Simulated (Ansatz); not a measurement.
# WC: stress against strain

WC (WC type, P-6m2, 10.416 Å³/atom at rest, c along z) under an equal strain ε in the (0001) plane with the normal axis free, as in a coherent film. r2SCAN in Ansatz, a plane-wave DFT program (PAW, default set), 500 eV, 23×23×20 Γ-centred mesh, Fermi-Dirac smearing 0.10 eV; ions are relaxed within the symmetry of each cell. Stress is positive for a compressed cell.

Here s stands for strain and y for stress xx.

```
strain (%)  stress xx (GPa)
----------  ---------------
-3.00                     ?
-1.50                 14.66
-1.00                  9.56
-0.50                  4.68
0.00                   0.00
0.50                  -4.47
1.00                  -8.76
1.50                 -12.85
```

**Question.** Fit y against s with a straight line, and predict the withheld value at s = -3.00.

**Answer.** Means: s 0, y 0.403. About the means, the sum of products is -64.160 and the sum of squares of s is 7.0000; the slope is their ratio. Least squares gives y = 0.403 - 9.1657·s. Residuals (row less fit): 0.508, -0.009, -0.306, -0.403, -0.290, 0.003, 0.496; standard error 0.411 (degrees of freedom: 5). The slope gives the biaxial elastic modulus of this plane = 917 ± 16 GPa. At the withheld row, y = 0.403 - 9.1657 × (-3.0) = 27.900 GPa. The calculation gives 31.23 GPa, 3.330 GPa above the prediction (7.6 % of the range of y in the table). The row lies outside the fitted rows, so this is an extrapolation. From the scatter of the fitted rows alone, a prediction at this place has a standard error of 0.640 GPa, so the miss is 5.2 times that.

One order more, fitted to all 13 runs of the series, follows each within 0.06, so the miss is the next term of a smooth law. In a metal these values are sensitive to mesh and smearing; energies are taken to zero smearing, stresses follow the free energy. Rows are the converged runs of the series near zero and its far end; series whose fitted rows scatter by over a few per cent of the range, as at a crossing or softening among them, aren't shown in this form. Most that stay on the fit to the last digits aren't either.
